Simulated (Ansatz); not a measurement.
**TiC (model structure, started from the CoSn type, P6/mmm, No. 191, 6 atoms in the cell): lattice parameter a by level of theory**

No measured value is used here.

```
level (code)         value (Å)
-------------------  ---------
PBE (Ansatz)             5.327
PBEsol (Ansatz)            [?]
PBE-D3(BJ) (Ansatz)      5.275
```

Task: Complete the blanks.

Result: 
- PBEsol (Ansatz, a first-principles code), value (Å): 5.271

PBE-D3(BJ): a distance lies near a switch of the dispersion term, which can move the cell. Ansatz's density-functional and Hartree–Fock values are scalar-relativistic unless marked +SOC, with PAW data made under PBE.

A model structure was made by putting elements into a prototype or built by hand; it is no filed structure, need not be a known phase, and can be a saddle point held by its symmetry.
